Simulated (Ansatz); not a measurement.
Method: PBE (plane waves to 420 eV, PAW; Ansatz, a program for electronic structure).

Planar average of the electrostatic potential across the slab, in eV from the Fermi level, for Br on the 1x1 (0001) surface of hcp Co, ferromagnetic, one in a 2x2 cell, started at the site 'bridge Co-Co (span 2.5 Å)':

| z (Å) | V (eV) |
|---|---|
| 5.38 | 4.97 |
| 5.67 | 4.96 |
| 5.95 | 4.96 |
| 6.23 | 4.96 |
| 6.52 | 4.95 |
| 6.80 | 4.94 |
| 7.08 | 4.91 |
| 7.37 | 4.85 |
| 7.65 | 4.73 |
| 7.93 | 4.49 |
| 8.22 | 3.99 |
| 8.50 | 2.98 |
| 8.78 | 0.87 |
| 9.07 | -4.87 |
| 9.35 | -13.73 |
| 9.63 | -19.74 |
| 9.92 | -19.45 |
| 10.20 | -13.07 |
| 10.48 | -4.76 |
| 10.77 | -1.56 |
| 11.05 | -6.25 |
| 11.33 | -14.77 |
| 11.62 | -20.18 |
| 11.90 | -19.15 |
| 12.18 | -12.21 |
| 12.47 | -3.82 |
| 12.75 | -0.60 |
| 13.03 | -3.98 |
| 13.32 | -12.42 |
| 13.60 | -19.25 |
| 13.88 | -20.10 |
| 14.17 | -14.54 |
| 14.45 | -6.02 |
| 14.73 | -1.53 |
| 15.02 | -4.94 |
| 15.30 | -13.27 |
| 15.58 | -19.56 |
| 15.87 | -19.78 |
| 16.15 | -13.83 |
| 16.43 | -5.22 |
| 16.72 | -0.02 |
| 17.00 | 0.70 |
| 17.28 | -1.26 |
| 17.57 | -3.06 |
| 17.85 | -3.26 |
| 18.13 | -1.65 |
| 18.42 | 1.31 |
| 18.70 | 3.47 |
| 18.98 | 4.19 |
| 19.27 | 4.49 |
| 19.55 | 4.62 |
| 19.83 | 4.67 |
| 20.12 | 4.69 |
| 20.40 | 4.69 |
| 20.68 | 4.70 |
| 20.97 | 4.70 |
| 21.25 | 4.70 |
| 21.53 | 4.70 |
| 21.82 | 4.70 |
| 22.10 | 4.70 |

Model: 17-atom slab, 6.0 Å thick at the start under the adsorbate (thin: gaps and levels are the slab's own), 7x7x1 mesh, Fermi-Dirac 0.1 eV, dipole correction, 8 atoms held, the rest relaxed; held to the start's symmetry, so lower structures may exist; spin-polarised, no spin-orbit, no U, no dispersion correction. At the end it is bonded to 3 Co. In PBE it is, or lies within 0.03 eV of, the lowest of the starts that converged.

The vacuum level lies 4.70 eV above the Fermi level over the top face and 4.97 eV above it under the bottom face.
